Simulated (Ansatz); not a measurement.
Start from WSe2 in the 2H-MoS2 type structure (space group P6_3/mmc, No. 194; layered, stacked along the Cartesian z axis).

```
WSe2
1.0
    3.23050     0.00000     0.00000
   -1.61525     2.79770     0.00000
    0.00000     0.00000    12.41131
W Se
2 4
Cartesian
  0.00000   1.86513   3.10283
  1.61525   0.93257   9.30848
  0.00000   1.86513   7.62737
  1.61525   0.93257   1.42172
  1.61525   0.93257   4.78394
  0.00000   1.86513  10.98959
```

Cartesian axes are those of the cell as printed.

Level of theory: Ansatz (a program for electronic structure), PBEsol-D3(BJ), PAW, cutoff 420 eV, without spin-orbit coupling.

For the base:

* **Gap character**: indirect, Γ → K–Γ (47 % along)
* **Hole mass**: 1.5 mₑ along c, 0.60 mₑ across (at Γ)
* **Volume per atom**: 18.70 Å³
* **Valence-band top at Γ**: 0.00, -0.78, -1.48 eV

Modification: tensile biaxial strain of 1.02 % in the plane normal to [001], as in epitaxy on a mismatched substrate; the out-of-plane cell vector and the atoms relax.

### Question
How does this affect the gap character, hole mass, volume per atom, in-plane stress and valence-band top at Γ?

### Answer
The gap character remains indirect, Γ → K–Γ (47 % along); the hole mass becomes 1.8 mₑ out of plane, 0.53 mₑ in plane (at Γ) (base: 1.5 mₑ along c, 0.60 mₑ across (at Γ)); the volume per atom increases by 0.305 Å³ (18.70 Å³ → 19.00 Å³); the mean in-plane stress (compression positive) comes out as -2.5 GPa; the valence-band top at Γ (three highest levels, from the VBM) goes from 0.00, -0.78, -1.48 eV to 0.00, -0.73, -1.39 eV.

Spin-orbit coupling, missing from the scalar runs, can matter with W. Masses are band curvatures over ±0.01 Å⁻¹ around the edge. Whether these cells are dynamically stable was not tested.
